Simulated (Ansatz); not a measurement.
Results of HSE06 in Ansatz (PAW) for LiF (P6₃mc, No. 186, 4 atoms in the cell; start mp-1185301; a measured phase of this formula has another space group).

Settings: plane-wave cutoff 460 eV, 9×9×6 k mesh (along the axes of the cell as run), Fermi–Dirac smearing 0.01 eV, scalar-relativistic PAW data made under PBE.

Cell (relaxed with PBEsol):

```cif
data_F2Li2
_chemical_formula_sum 'Li2 F2'
_space_group_name_H-M_alt 'P 1'
_space_group_IT_number 1
_cell_length_a 3.09623
_cell_length_b 3.09623
_cell_length_c 4.81213
_cell_angle_alpha 90.000
_cell_angle_beta 90.000
_cell_angle_gamma 120.000
loop_
_space_group_symop_operation_xyz
  'x, y, z'
loop_
_atom_site_label
_atom_site_type_symbol
_atom_site_fract_x
_atom_site_fract_y
_atom_site_fract_z
_atom_site_occupancy
Li1 Li 0.33333 0.66667 0.38232 1
Li2 Li 0.66667 0.33333 0.88232 1
F1 F 0.33333 0.66667 0.99267 1
F2 F 0.66667 0.33333 0.49267 1
```

Q: What does this level give for the band gap?

A: 
* **band gap**: 9.94 eV (on the SCF k mesh)

Static lattice: no zero-point or thermal effects.

Cost on a shared machine: around 110 core-seconds (rough).

A start named mp-… is a Materials Project structure, which need not be a measured phase.

Ansatz is an electronic-structure program.
